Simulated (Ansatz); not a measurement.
Ni_Al in corundum (start: the Al site; 120-site cell, 2×2×2 Γ-centred sampling). Level of theory: PBE, PAW (plane waves to 420 eV; Ansatz, a program for electronic structure). Total energies of the localised charge states, counted from that of charge +1, and their image corrections (point charge with alignment); the host's valence-band maximum lies at 7.358 eV on the cells' energy zero and its gap is 5.85 eV.

```tsv
charge	moment (μB)	E − E(first) (eV)	correction (eV)
+1	not spin-polarised	0.000	0.237
0	1.0	8.862	0.000
−1	2.0	18.074	0.108
−2	1.0	30.377	0.592
```

Task: Derive the transition levels above the valence-band maximum and say which of them are thermodynamic.

Result: A level is the Fermi energy at which two charges have equal formation energy: ε(q/q′) = [E(q′) + corr(q′) − E(q) − corr(q)] / (q − q′) − E_VBM.
ε(+1/0) = [(8.862 + 0.000) − (0.000 + 0.237)] / 1 − 7.358 = 1.27 eV
ε(0/−1) = [(18.074 + 0.108) − (8.862 + 0.000)] / 1 − 7.358 = 1.96 eV
ε(−1/−2) = [(30.377 + 0.592) − (18.074 + 0.108)] / 1 − 7.358 = 5.43 eV
Thermodynamic levels at least 0.1 eV inside the gap: (+1/0) at 1.27 eV; (0/−1) at 1.96 eV; (−1/−2) at 5.43 eV. They hold to tenths of an eV in this cell. Only the charges listed were compared. Flagged in the runs: a host whose relaxation on this sampling wasn't shown to rest.
